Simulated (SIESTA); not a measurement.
Worked example: self-consistent single point of Na3YI6 (Fm-3m, 10 atoms in the cell) in SIESTA.

Computed with GGA PBEsol, numerical atomic orbitals SZ, PseudoDojo PBEsol standard norm-conserving potentials (rewritten from UPF to PSML) (SIESTA).

```xyz
10
Lattice="0.0000 6.1078 6.1078 6.1078 0.0000 6.1078 6.1078 6.1078 0.0000" Properties=species:S:1:pos:R:3 pbc="T T T"
Na     9.1617     9.1617     9.1617
Na     3.0539     3.0539     3.0539
Na     6.1078     6.1078     6.1078
Y      0.0000     0.0000     0.0000
I      3.0078     6.1078     6.1078
I      9.2077     6.1078     6.1078
I      6.1078     3.0078     6.1078
I      6.1078     9.2077     6.1078
I      6.1078     6.1078     3.0078
I      6.1078     6.1078     9.2077
```

Reference input (self-consistent single point, DFT, GGA PBEsol, numerical atomic orbitals DZP, PseudoDojo PBEsol standard norm-conserving potentials (rewritten from UPF to PSML)): XC.functional = GGA; XC.authors = PBEsol; potentials = PseudoDojo PBEsol standard; PAO.BasisSize = DZP; PAO.EnergyShift = 0.01 Ry; MeshCutoff = 350 Ry; kgrid.MonkhorstPack = 3 3 3 shifted by 0.5 0.5 0.5; OccupationFunction = FD; ElectronicTemperature = 10 K; MaxSCFIterations = 150; SCF.Mixer.Method = Broyden; SCF.Mixer.Weight = 0.2. This run's input differs from it in these lines:

```diff
@@ -33,3 +33,3 @@
 XC.authors                   PBEsol
-PAO.BasisSize                DZP
+PAO.BasisSize                SZ
 PAO.EnergyShift              0.01 Ry
```

Output (repeated stretches shortened):

```
        iscf     Eharris(eV)        E_KS(eV)     FreeEng(eV)     dDmax    Ef(eV) dHmax(eV)
   scf:    1    -6943.694358    -6939.625794    -6939.625794  1.770507 -2.558308  4.731911
   scf:    2    -6941.152741    -6940.485353    -6940.485353  0.048404 -2.559893  2.537462
   scf:    3    -6940.818752    -6940.767847    -6940.767847  0.053057 -2.514084  1.540925
   scf:    4    -6940.106683    -6940.568311    -6940.568311  0.054858 -4.271503  2.725522
   scf:    5    -6940.869989    -6940.818133    -6940.818133  0.048774 -2.379775  0.150315
   [... 4 lines left out ...]
   scf:   10    -6940.819242    -6940.819209    -6940.819209  0.000899 -2.393752  0.002622
   scf:   11    -6940.819209    -6940.819209    -6940.819209  0.000052 -2.394040  0.001959
   scf:   12    -6940.819209    -6940.819209    -6940.819209  0.000025 -2.394110  0.001281
   scf:   13    -6940.819209    -6940.819209    -6940.819209  0.000003 -2.394146  0.000975
SCF Convergence by DM+H criterion
max |DM_out - DM_in|         :     0.0000029366
max |H_out - H_in|      (eV) :     0.0009751343
SCF cycle converged after 13 iterations

Using DM_out to compute the final energy and forces

siesta: E_KS(eV) =            -6940.8192

siesta: E_KS - E_eggbox =     -6940.8192

siesta: Atomic forces (eV/Ang):
     1    0.000446    0.000446    0.000446
     2   -0.000447   -0.000447   -0.000447
     3    0.000000    0.000000    0.000000
     4    0.000000    0.000000    0.000000
     5   -0.320707    0.000359    0.000359
     6    0.320707   -0.000359   -0.000359
     7    0.000359   -0.320707    0.000359
     8   -0.000359    0.320707   -0.000359
     9    0.000359    0.000359   -0.320707
    10   -0.000359   -0.000359    0.320707
   Tot   -0.000000   -0.000000   -0.000000
   Max    0.320707
   [... lines left out ...]
siesta: FreeEng =     -6940.819209
   [... lines left out ...]
siesta:     0.014786   -0.000035   -0.000035
siesta:    -0.000035    0.014786   -0.000035
siesta:    -0.000035   -0.000035    0.014786

siesta: Cell volume =        455.704536 Ang**3

siesta: Pressure (static):
siesta:                Solid            Molecule  Units
siesta:          -0.00016104         -0.00020863  Ry/Bohr**3
siesta:          -0.01478638         -0.01915561  eV/Ang**3
siesta:         -23.69038935        -30.69066621  kBar
```

The run converged in 13 iterations. Against the reference run the pressure goes from -2.18 to -2.37 GPa, the largest force goes from 0.138 to 0.321 eV/Å and the gap on the mesh goes from 2.643 to 2.082 eV.

The starting cell comes from a database of computed structures (which also holds hypothetical and non-ambient phases and stackings), without a prior relaxation at this level. Spin-orbit coupling is off. Values carry the incompleteness of an atom-centred basis. The shifted mesh does not hold Γ, so a gap read on it misses any band edge there.
